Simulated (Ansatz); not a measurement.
The parent structure is BeSe in the zinc blende structure (space group F-43m, No. 216; a = 5.178 Å).

Method: PBE (Ansatz, a program for electronic structure, PAW, spin-orbit coupling left out).

For the base:

| Quantity | Result |
|---|---|
| Gap between the host's bands | 2.67 eV |
| Gap character | indirect, Γ → X |

It is then changed as follows: hole doping at 5.0×10^20 cm⁻³ (0.0174 per cell), with a uniform compensating background at fixed cell and a 300 K Fermi–Dirac width.

### Question
What happens to the Fermi level from band edge?

### Answer
The Fermi level relative to the doped band's edge (positive inside the band; to 0.05 eV) comes out as +0.10 eV.

### Question
What happens to the gap between the host's bands?

### Answer
The gap between the host's bands rises by 0.02 eV to 2.69 eV.

### Question
Predict the new gap character.

### Answer
The gap character is still indirect, Γ → X.

Carriers are added with a uniform compensating background; total energy and stress of such cells depend on the potential's zero and are not compared; many-body gap narrowing is missing at this level. No phonon test of stability was made.
